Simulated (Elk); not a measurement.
Worked example: self-consistent single point of IrOs (P-6m2, 2 atoms in the cell) in Elk

Computed with PBEsol, all-electron FP-LAPW, Elk's shipped species files, APW+lo basis with extra local orbitals run with Elk.

This input was run:

```
tasks
  0

xctype
  22

rgkmax
  7.5

gmaxvr
  16.0

nxlo
  2

lorbcnd
  .true.

rmtscf
  0.87

lmaxi
  2

stype
  3

swidth
  0.00367493

scale
  5.306530912

avec
    1.0000000000    0.0000000702    0.0000000000
   -0.5000000608    0.8660253687    0.0000000000
    0.0000000000    0.0000000000    1.5894621224

sppath
  'species/'

atoms
  2   : nspecies
  'Os.in'   : spfname
  1   : natoms; atposl, bfcmt below
  0.3333333333  0.6666666667  0.0000000000    0.0 0.0 0.0
  'Ir.in'   : spfname
  1   : natoms; atposl, bfcmt below
  0.6666666667  0.3333333333  0.5000000000    0.0 0.0 0.0

ngridk
  13 13 8
```

Output, abridged:

```
│ Elk code version 10.2.4 │

All units are atomic (Hartree, Bohr, etc.)

│ Ground-state run starting from atomic densities │

Lattice vectors :
   5.306530912      0.3725184700E-06   0.000000000
  -2.653265779       4.595590390       0.000000000
   0.000000000       0.000000000       8.434529886

Unit cell volume      :    205.6898730
Brillouin zone volume :    1.205942761

Muffin-tin inner radius fraction :   0.1000000000E-01

Nuclei treated as point charges

Species :    1 (Os)
 parameters loaded from : Os.in
 name : osmium
 nuclear charge    :   -76.00000000
 electronic charge :    76.00000000
 atomic mass :    346768.0765
 muffin-tin radius :    2.436000000
 number of radial points in muffin-tin :    697
 atomic positions (lattice), magnetic fields (Cartesian) :
   1 :   0.00000000  0.00000000  0.00000000    0.00000000  0.00000000  0.00000000

Species :    2 (Ir)
 parameters loaded from : Ir.in
 name : iridium
 nuclear charge    :   -77.00000000
 electronic charge :    77.00000000
 atomic mass :    350390.1559
 muffin-tin radius :    2.436000000
 number of radial points in muffin-tin :    697
 atomic positions (lattice), magnetic fields (Cartesian) :
   1 :   0.33333333  0.66666667  0.50000000    0.00000000  0.00000000  0.00000000

Total number of atoms per unit cell :    2

Spin treatment :
 spin-unpolarised

Number of Bravais lattice symmetries :   24
Number of crystal symmetries         :   12
Crystal has no inversion symmetry
Complex Hermitian eigensolver will be used

k-point grid :     13    13     8
k-point offset :    0.000000000       0.000000000       0.000000000
k-point set is reduced with full crystal symmetry group
Total number of k-points :      175

Muffin-tin radius times maximum |G+k| :    7.500000000
 using average radius
Maximum |G+k| for APW functions       :    3.078817734
Maximum (1/2)|G+k|²                   :    4.739559320
Maximum |G| for potential and density :    16.00000000
 potential will be trimmed for |G| > 2 gkmax
Constant for pseudocharge density :   10
Radial integration step length :    4

G-vector grid sizes :     28    28    45
Number of G-vectors :    14245

Maximum angular momentum used for
 APW functions                      :    8
 outer part of muffin-tin           :    6
 inner part of muffin-tin           :    2

Total nuclear charge    :   -153.0000000
Total core charge       :    94.00000000
Total valence charge    :    59.00000000
Total excess charge     :    0.000000000
Total electronic charge :    153.0000000

Effective Wigner radius, rₛ :   0.6846642054

Number of empty states         :    8
Total number of valence states :   38
Total number of core states    :   94

Conduction state local-orbitals added automatically
Total number of local-orbitals :  201

Exchange-correlation functional :     22     0     0
 PBEsol, Phys. Rev. Lett. 100, 136406 (2008)
 gradient requirement :    1
 generalised gradient approximation (GGA)

Smearing type :    3
 Fermi-Dirac
Smearing width :   0.3674930000E-02
Effective electronic temperature (K) :    1160.451112

Mixing type :    3
 Broyden mixing, J. Phys. A: Math. Gen. 17, L317 (1984)

Kohn-Sham potential initialised from atomic data

│ Self-consistent loop started │
│ Loop number : 1 │
 total energy                :     -35130.7028509
│ Loop number : 2 │
 total energy                :     -35131.1758310
RMS change in Kohn-Sham potential (target) :   0.1630752841     (  0.1000000000E-05)
Absolute change in total energy (target)   :   0.4729801383     (  0.1000000000E-03)
│ Loop number : 3 │
 total energy                :     -35131.9723722
RMS change in Kohn-Sham potential (target) :   0.1515539027     (  0.1000000000E-05)
Absolute change in total energy (target)   :   0.9147862218     (  0.1000000000E-03)
│ Loop number : 4 │
 total energy                :     -35132.1964217
RMS change in Kohn-Sham potential (target) :   0.1446810585     (  0.1000000000E-05)
Absolute change in total energy (target)   :   0.4527460521     (  0.1000000000E-03)
│ Loop number : 5 │
 total energy                :     -35131.8455773
RMS change in Kohn-Sham potential (target) :   0.1262040991     (  0.1000000000E-05)
Absolute change in total energy (target)   :   0.2376579112     (  0.1000000000E-03)
│ Loop number : 6 │
 total energy                :     -35131.1299164
RMS change in Kohn-Sham potential (target) :   0.6787282076E-01 (  0.1000000000E-05)
Absolute change in total energy (target)   :   0.7750753115     (  0.1000000000E-03)
│ Loop number : 7 │
 total energy                :     -35130.7243558
RMS change in Kohn-Sham potential (target) :   0.2040384573E-02 (  0.1000000000E-05)
Absolute change in total energy (target)   :   0.5993294928     (  0.1000000000E-03)
│ Loop number : 8 │
 total energy                :     -35130.2713083
RMS change in Kohn-Sham potential (target) :   0.2724753729E-03 (  0.1000000000E-05)
Absolute change in total energy (target)   :   0.6028798940     (  0.1000000000E-03)
│ Loop number : 9 │
 total energy                :     -35130.2466898
RMS change in Kohn-Sham potential (target) :   0.2141557849E-03 (  0.1000000000E-05)
Absolute change in total energy (target)   :   0.1753384500     (  0.1000000000E-03)
│ Loop number : 10 │
 total energy                :     -35130.2534368
RMS change in Kohn-Sham potential (target) :   0.5147050806E-04 (  0.1000000000E-05)
Absolute change in total energy (target)   :   0.3708757236E-01 (  0.1000000000E-03)
│ Loop number : 11 │
 total energy                :     -35130.2566472
RMS change in Kohn-Sham potential (target) :   0.3511030122E-04 (  0.1000000000E-05)
Absolute change in total energy (target)   :   0.6061528547E-02 (  0.1000000000E-03)
│ Loop number : 12 │
 total energy                :     -35130.2572921
RMS change in Kohn-Sham potential (target) :   0.4877885065E-05 (  0.1000000000E-05)
Absolute change in total energy (target)   :   0.8704674401E-03 (  0.1000000000E-03)
│ Loop number : 13 │
 total energy                :     -35130.2571331
RMS change in Kohn-Sham potential (target) :   0.5495951822E-05 (  0.1000000000E-05)
Absolute change in total energy (target)   :   0.3766182926E-03 (  0.1000000000E-03)
│ Loop number : 14 │
 total energy                :     -35130.2572923
RMS change in Kohn-Sham potential (target) :   0.4403243756E-05 (  0.1000000000E-05)
Absolute change in total energy (target)   :   0.6500550080E-04 (  0.1000000000E-03)
│ Loop number : 15 │
 total energy                :     -35130.2573699
RMS change in Kohn-Sham potential (target) :   0.5828692277E-06 (  0.1000000000E-05)
Absolute change in total energy (target)   :   0.9388356557E-04 (  0.1000000000E-03)
Convergence targets achieved

│ Loop number : 16 │

Energies :
 Fermi                       :     0.511624617781
 sum of eigenvalues          :     -21538.0728188
 electron kinetic            :      39957.0360755
 core electron kinetic       :      38440.9732508
 Coulomb                     :     -74406.9683609
 Coulomb potential           :     -60599.1574510
 nuclear-nuclear             :     -2842.69390282
 electron-nuclear            :     -82529.3914652
 Hartree                     :      10965.1170071
 Madelung                    :     -44107.3896354
 xc potential                :     -895.951443271
 exchange                    :     -669.867520964
 correlation                 :     -10.4552446234
 electron entropic           :    -0.235462196657E-02
 total energy                :     -35130.2574056

Density of states at Fermi energy :    53.89341171
 (states/Hartree/unit cell)

Estimated indirect band gap :   0.1193901899E-02
 from k-point     52 to k-point    110
Estimated direct band gap   :   0.8255522561E-02
 at k-point    155

Charges :
 core                        :    94.00000000
 valence                     :    59.00000000
 interstitial                :    3.873490101
 muffin-tins (core leakage)
  species :    1 (Os)
   atom    1                 :    73.97483736     (  0.4713606927E-06)
  species :    2 (Ir)
   atom    1                 :    75.15167254     (  0.1518417677E-02)
 total in muffin-tins        :    149.1265099
 total calculated charge     :    152.9898947
 total charge                :    153.0000000
 error                       :   0.1010526011E-01

│ Self-consistent loop stopped │
```

The run converged in 16 iterations. The count includes the last loop, which Elk runs after its targets are met.

The starting cell comes from a database of computed structures (which also holds hypothetical and non-ambient phases and stackings), without a prior relaxation at this level. Its lattice was rescaled by a random factor within 2.5 % of one. Spin-orbit coupling is off. Spin polarisation is off. Values depend on the basis (sphere radii, cutoffs, local orbitals), which need not be converged. The log's line on a gap gives a spacing of levels on this mesh, which the program prints for metals too.

Cost on one core of a shared machine: roughly 2 min.
